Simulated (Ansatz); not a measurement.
Base system: GaSb in the zinc blende structure (space group F-43m, No. 216; a = 6.214 Å).

(Cell as relaxed with PBE.)

Levels (all Ansatz, a quantum-chemistry and plane-wave program, PAW): PBE (420 eV, spin-orbit coupling left out); r2SCAN (500 eV, without spin-orbit coupling).

Each level relaxes its own structure.

```json
[
 {"base": "volume per atom", "PBE": "29.99 Å³", "r2SCAN": "28.83 Å³"},
 {"base": "lattice parameter a", "PBE": "6.214 Å", "r2SCAN": "6.132 Å"},
 {"base": "band gap", "PBE": "zero", "r2SCAN": "0.41 eV"}
]
```

Perturbation: cell and atoms relaxed at a pressure of 1.8 GPa.

| quantity | PBE | r2SCAN |
|---|---|---|
| lattice parameter a | 6.138 Å | ? |
| band gap | zero | ? |

**Question.** What does r2SCAN give?

**Answer.** 
- lattice parameter a, r2SCAN: 6.069 Å
- band gap, r2SCAN: 0.65 eV

PBE's lattice parameter a lies 0.069 Å above r2SCAN's (1.1 %); they disagree on the band gap. Neither level is exact; r2SCAN is the comparison here, not a measurement.

With Sb present, leaving out spin-orbit coupling can change the band edges. Load acts through the strain it causes; cell and atoms are relaxed under it. Whether these cells are dynamically stable was not tested. The final runs are not spin-polarised. The zero or small gap of GaSb can change with the level of theory.
